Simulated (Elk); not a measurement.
## Input and output of a self-consistent single point for Hf₂Hg (I4/mmm, 3 atoms in the cell) (Elk)

Method of the run: LDA (PW92), all-electron FP-LAPW, Elk's shipped species files, default APW+lo basis (Elk 10.2.4).

Input as run:

```
tasks
  0

stype
  0

swidth
  0.00183747

maxscl
  100

scale
  11.73258491

avec
   -0.2659294521    0.2659294521    0.9265867758
    0.2659294521   -0.2659294521    0.9265867758
    0.2659294521    0.2659294521   -0.9265867758

atoms
  2
  'Hf.in'
  2
  0.6657300000  0.6657300000  0.0000000000    0.0 0.0 0.0
  0.3342700000  0.3342700000  0.0000000000    0.0 0.0 0.0
  'Hg.in'
  1
  0.0000000000  0.0000000000  0.0000000000    0.0 0.0 0.0

ngridk
  10 10 10
```

Output, abridged:

```
│ Elk code version 10.2.4 │

All units are atomic (Hartree, Bohr, etc.)

│ Ground-state run starting from atomic densities │

Lattice vectors :
  -3.120039877       3.120039877       10.87125802
   3.120039877      -3.120039877       10.87125802
   3.120039877       3.120039877      -10.87125802

Unit cell volume      :    423.3115169
Brillouin zone volume :   0.5859755842

Muffin-tin inner radius fraction :   0.1000000000E-01

Nuclei treated as point charges

Species :    1 (Hf)
 parameters loaded from : Hf.in
 name : hafnium
 nuclear charge    :   -72.00000000
 electronic charge :    72.00000000
 atomic mass :    325367.3656
 muffin-tin radius :    2.800000000
 number of radial points in muffin-tin :    697
 atomic positions (lattice), magnetic fields (Cartesian) :
   1 :  -0.33427000 -0.33427000  0.00000000    0.00000000  0.00000000  0.00000000
   2 :   0.33427000  0.33427000  0.00000000    0.00000000  0.00000000  0.00000000

Species :    2 (Hg)
 parameters loaded from : Hg.in
 name : mercury
 nuclear charge    :   -80.00000000
 electronic charge :    80.00000000
 atomic mass :    365653.2012
 muffin-tin radius :    2.800000000
 number of radial points in muffin-tin :    697
 atomic positions (lattice), magnetic fields (Cartesian) :
   1 :   0.00000000  0.00000000  0.00000000    0.00000000  0.00000000  0.00000000

Total number of atoms per unit cell :    3

Spin treatment :
 spin-unpolarised

Number of Bravais lattice symmetries :   16
Number of crystal symmetries         :   16
Crystal has inversion symmetry
Real symmetric eigensolver will be used

k-point grid :     10    10    10
k-point offset :    0.000000000       0.000000000       0.000000000
k-point set is reduced with full crystal symmetry group
Total number of k-points :      102

Muffin-tin radius times maximum |G+k| :    7.000000000
 using average radius
Maximum |G+k| for APW functions       :    2.500000000
Maximum (1/2)|G+k|²                   :    3.125000000
Maximum |G| for potential and density :    12.00000000
 potential will be trimmed for |G| > 2 gkmax
Constant for pseudocharge density :    8
Radial integration step length :    4

G-vector grid sizes :     45    45    45
Number of G-vectors :    12317

Maximum angular momentum used for
 APW functions                      :    8
 outer part of muffin-tin           :    6
 inner part of muffin-tin           :    1

Total nuclear charge    :   -224.0000000
Total core charge       :    154.0000000
Total valence charge    :    70.00000000
Total excess charge     :    0.000000000
Total electronic charge :    224.0000000

Effective Wigner radius, rₛ :   0.7669631280

Number of empty states         :   12
Total number of valence states :   47
Total number of core states    :  154

Total number of local-orbitals :   71

Exchange-correlation functional :      3     0     0
 Perdew-Wang/Ceperley-Alder, Phys. Rev. B 45, 13244 (1992)
 gradient requirement :    0
 local density approximation (LDA)

Smearing type :    0
 Gaussian
Smearing width :   0.1837470000E-02
Effective electronic temperature (K) :    580.2271348

Mixing type :    3
 Broyden mixing, J. Phys. A: Math. Gen. 17, L317 (1984)

Kohn-Sham potential initialised from atomic data

│ Self-consistent loop started │
│ Loop number : 1 │
 total energy                :     -49812.3193575
│ Loop number : 2 │
 total energy                :     -49813.4794867
RMS change in Kohn-Sham potential (target) :   0.2300089120     (  0.1000000000E-05)
Absolute change in total energy (target)   :    1.160129153     (  0.1000000000E-03)
│ Loop number : 3 │
 total energy                :     -49824.4290408
RMS change in Kohn-Sham potential (target) :   0.1431550640     (  0.1000000000E-05)
Absolute change in total energy (target)   :    11.23958637     (  0.1000000000E-03)
│ Loop number : 4 │
 total energy                :     -49826.9067780
RMS change in Kohn-Sham potential (target) :   0.1081569023     (  0.1000000000E-05)
Absolute change in total energy (target)   :    5.287633812     (  0.1000000000E-03)
│ Loop number : 5 │
 total energy                :     -49829.5932594
RMS change in Kohn-Sham potential (target) :   0.5564557096E-01 (  0.1000000000E-05)
Absolute change in total energy (target)   :    4.008389866     (  0.1000000000E-03)
│ Loop number : 6 │
 total energy                :     -49829.6267573
RMS change in Kohn-Sham potential (target) :   0.1877498158E-01 (  0.1000000000E-05)
Absolute change in total energy (target)   :    1.035595370     (  0.1000000000E-03)
│ Loop number : 7 │
 total energy                :     -49829.2341714
RMS change in Kohn-Sham potential (target) :   0.1924738540E-02 (  0.1000000000E-05)
Absolute change in total energy (target)   :   0.1336870562     (  0.1000000000E-03)
│ Loop number : 8 │
 total energy                :     -49828.8233391
RMS change in Kohn-Sham potential (target) :   0.6108815776E-03 (  0.1000000000E-05)
Absolute change in total energy (target)   :   0.4442540676     (  0.1000000000E-03)
│ Loop number : 9 │
 total energy                :     -49828.7093745
RMS change in Kohn-Sham potential (target) :   0.1281226778E-03 (  0.1000000000E-05)
Absolute change in total energy (target)   :   0.2250280877     (  0.1000000000E-03)
│ Loop number : 10 │
 total energy                :     -49828.6885863
RMS change in Kohn-Sham potential (target) :   0.7698909508E-04 (  0.1000000000E-05)
Absolute change in total energy (target)   :   0.7704527479E-01 (  0.1000000000E-03)
│ Loop number : 11 │
 total energy                :     -49828.7128780
RMS change in Kohn-Sham potential (target) :   0.2590240777E-04 (  0.1000000000E-05)
Absolute change in total energy (target)   :   0.5030390879E-02 (  0.1000000000E-03)
│ Loop number : 12 │
 total energy                :     -49828.7120452
RMS change in Kohn-Sham potential (target) :   0.7402970670E-05 (  0.1000000000E-05)
Absolute change in total energy (target)   :   0.4248094992E-03 (  0.1000000000E-03)
│ Loop number : 13 │
 total energy                :     -49828.7112949
RMS change in Kohn-Sham potential (target) :   0.4520013187E-05 (  0.1000000000E-05)
Absolute change in total energy (target)   :   0.6441046644E-03 (  0.1000000000E-03)
│ Loop number : 14 │
 total energy                :     -49828.7113048
RMS change in Kohn-Sham potential (target) :   0.8108384699E-06 (  0.1000000000E-05)
Absolute change in total energy (target)   :   0.1511418814E-03 (  0.1000000000E-03)
│ Loop number : 15 │
 total energy                :     -49828.7113272
RMS change in Kohn-Sham potential (target) :   0.3129285396E-06 (  0.1000000000E-05)
Absolute change in total energy (target)   :   0.1537632488E-04 (  0.1000000000E-03)
Convergence targets achieved

│ Loop number : 16 │

Energies :
 Fermi                       :     0.311895187482
 sum of eigenvalues          :     -30562.4008308
 electron kinetic            :      56419.0990076
 core electron kinetic       :      55131.0509738
 Coulomb                     :     -105283.267563
 Coulomb potential           :     -85701.1434937
 nuclear-nuclear             :     -3581.14443542
 electron-nuclear            :     -117703.102761
 Hartree                     :      16000.9796338
 Madelung                    :     -62432.6958161
 xc potential                :     -1280.35634469
 exchange                    :     -941.308840626
 correlation                 :     -23.2339523875
 total energy                :     -49828.7113483

Density of states at Fermi energy :    71.95560489
 (states/Hartree/unit cell)

Estimated indirect band gap :   0.3985650582E-03
 from k-point     18 to k-point     25
Estimated direct band gap   :   0.2902319361E-02
 at k-point     83

Charges :
 core                        :    154.0000000
 valence                     :    70.00000000
 interstitial                :    3.847311138
 muffin-tins (core leakage)
  species :    1 (Hf)
   atom    1                 :    70.42867082     (  0.3377996478E-06)
   atom    2                 :    70.42867082     (  0.3377996478E-06)
  species :    2 (Hg)
   atom    1                 :    79.29534722     (  0.7165426469E-04)
 total in muffin-tins        :    220.1526889
 total calculated charge     :    223.9906312
 total charge                :    224.0000000
 error                       :   0.9368772245E-02

│ Self-consistent loop stopped │
```

The run converged in 16 iterations. The count includes the last loop, which Elk runs after its targets are met.

The starting cell comes from a database of computed structures (which also holds hypothetical and non-ambient phases and stackings), without a prior relaxation at this level. Its lattice was rescaled by a random factor within 2.5 % of one. Spin-orbit coupling is off. Values depend on the basis (sphere radii, cutoffs, local orbitals), which need not be converged. The log's line on a gap gives a spacing of levels on this mesh, which the program prints for metals too.

Cost on one core of a shared machine: roughly 50 s.
